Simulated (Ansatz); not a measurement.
An Ansatz (a first-principles code) input for silicene on silicene on silicene on silicene (facing atoms over hollows or bridges; silicene a predicted or substrate-bound sheet, here free):

Ansatz 0.2 input:
```yaml
crystal:
  lattice:
    - [3.847083429, 0.0, 0.0]
    - [-1.923541714, 3.331671981, 0.0]
    - [0.0, 0.0, 29.81]
  atoms:
    - { symbol: Si, position: [0.3333333, 0.6666667, 0.3019121] }
    - { symbol: Si, position: [0.6666667, 0.3333333, 0.3166723] }
    - { symbol: Si, position: [0.3333333, 0.6666667, 0.4290507] }
    - { symbol: Si, position: [0.0, 0.0, 0.4438108] }
    - { symbol: Si, position: [0.3333333, 0.6666667, 0.5561892] }
    - { symbol: Si, position: [0.6666667, 0.3333333, 0.5709493] }
    - { symbol: Si, position: [0.3333333, 0.6666667, 0.6833277] }
    - { symbol: Si, position: [0.0, 0.0, 0.6980879] }
  symmetry: { detect: true }
basis:
  ecutwfc: 420
  ecutrho_ratio: 4
  xc_grid: 2
kpoints:
  mp_grid: { grid: [12, 12, 1] }
hamiltonian:
  xc: pbe
  dispersion: d3bj
  pseudopotentials: { kind: paw }
scf:
  n_extra_bands: 14
  occupations: { method: fermi_dirac, width: 0.05 }
output:
  forces: true
  eigenstates:
    kpoints:
      - [0.0, 0.0, 0]
      - [0.333333, 0.333333, 0]
      - [-0.5, 0.0, 0]
      - [0.166667, 0.166667, 0]
    e_range: [-3, 3.5]
    localisation: true
efield:
  axis: 3
  dipole_correction: true
relax:
  f_tol: 0.012
  max_steps: 80
```

These are PBE+D3(BJ) (plane waves to 420 eV, PAW; Ansatz) values and carry that method's errors. No spin–orbit coupling. Its k-point mesh 12×12×1, Fermi–Dirac width 0.05 eV. A dipole correction is on.

Question: What does the end of the output print (band table and long remarks left out, numbers rounded to eight decimals)?

Answer: 
```
SCF converged after 5 iterations
Free energy (F): -5084.847361 eV
Harris-Foulkes:  -5084.847361 eV  (|F-HF|=9.80e-10)
Internal energy: -5084.831063 eV  (E = F + TS)
E sigma→0 (E₀):  -5084.839212 eV
Entropy (-TS):   -0.016298 eV (-2.037 meV/atom)
Fermi energy:    0.083758 eV
Dipole field:    D = -0.011039 V/Å  (p = -0.023308 e·Å, saw-weighted, corrected)
Work function:   Φ+ = 4.6773 eV   Φ− = 4.3482 eV
Levels:          The Fermi level and band energies are counted from a zero that moves with the ramp; work functions are not
--- Per-component energies (eV) ---
  E_band       = -161.458993
  E_kinetic    = 315.909900
  E_local      = -14283.035891  (includes V_loc(G=0)·N_el)
  E_nonlocal   = 206.283127
  E_hartree    = 6993.647945
  E_xc         = -439.219787
  E_vxc        = -370.648604  (∫ρ·V_xc dr)
  E_paw        = -4099.520422  (= ΣΔE_a)
  E_vpaw       = -17.273181  (= ΣTr[D̂ρ^β])
  E_aug_tail   = 0.000053  (compensation charges beyond the density's cutoff)
  E_efield     = 0.000129  (sawtooth field / dipole correction)
  E_vefield    = 0.000257  (∫n·V_field dr)
  E_ewald      = 6223.576327
  E_disp       = -2.472443  (pairwise vdW)
  E_smearing   = -0.016298  (= −TS)
  E_closure    = 0.000000  (closes the sum)
  Σ components = -5084.847361   (vs F -5084.847361, Δ=0.00e0)
--- Forces (eV/Å), atoms counted from 1 ---
  atom   1  Si     0.00000000     0.00000000     0.00305519
  atom   2  Si    0.00000000    0.00000000     0.00302304
  atom   3  Si    0.00000000     0.00000000    -0.00241530
  atom   4  Si     0.00000000     0.00000000     0.00052079
  atom   5  Si     0.00000000     0.00000000    -0.00212992
  atom   6  Si    0.00000000    0.00000000     0.00140788
  atom   7  Si     0.00000000    0.00000000    -0.00267857
  atom   8  Si     0.00000000     0.00000000    -0.00079251
  max |Σ_I F_I| component: 9.40e-6 eV/Å
--- Relaxed structure (22 steps of the walk, 18 accepted, 0 SCFs on fresh bases) ---
  F+E_penalty+E_count = -5084.84736077 eV   max|allowed force component| = 3.056e-3 eV/Å
  atoms:
    - { symbol: Si, position: [0.33333333, 0.66666667, 0.34828142] }
    - { symbol: Si, position: [0.66666667, 0.33333333, 0.37590574] }
    - { symbol: Si, position: [0.33333333, 0.66666667, 0.43533833] }
    - { symbol: Si, position: [0.0, 0.0, 0.46685593] }
    - { symbol: Si, position: [0.33333333, 0.66666667, 0.52812382] }
    - { symbol: Si, position: [0.66666667, 0.33333333, 0.55618333] }
    - { symbol: Si, position: [0.33333333, 0.66666667, 0.63354057] }
    - { symbol: Si, position: [0.0, 0.0, 0.65577086] }
```

Cost: roughly 120 core-seconds.
